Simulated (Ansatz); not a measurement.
**C (within 0.1 Å of Fmmm, No. 69, 4 atoms in the cell; start mp-937760; another form than the element's usual one)**

These are LDA (Ansatz, a quantum-chemistry and plane-wave program, plane waves, PAW) values and carry that method's errors.

Run with plane-wave cutoff 520 eV, 24×24×8 k mesh (along the axes of the cell as run), Fermi–Dirac smearing 0.05 eV, scalar-relativistic PAW data made under PBE.

Cell (relaxed at this level):

C has the orthorhombic space group Fmmm (No. 69), Pearson symbol oF8. Conventional cell: a = 2.4455 Å, b = 4.2335 Å, c = 6.7319 Å, α = β = γ = 90.00°. C on 8h is coordinated by 3 C at 1.411 Å (trigonal planar). (Neighbours: up to the widest gap in distance over summed covalent radii, below 1.35, at either atom.)
(The calculation used a cell of 4 atoms; values per cell refer to that cell.)

```yaml
band_gap: none
bulk modulus B0: 27.0 GPa
```

Note: the bulk modulus is −V dP/dV from two relaxed cells at ±2 % in volume.

Static lattice: no zero-point or thermal effects.

A start named mp-… is a Materials Project structure, which need not be a measured phase.
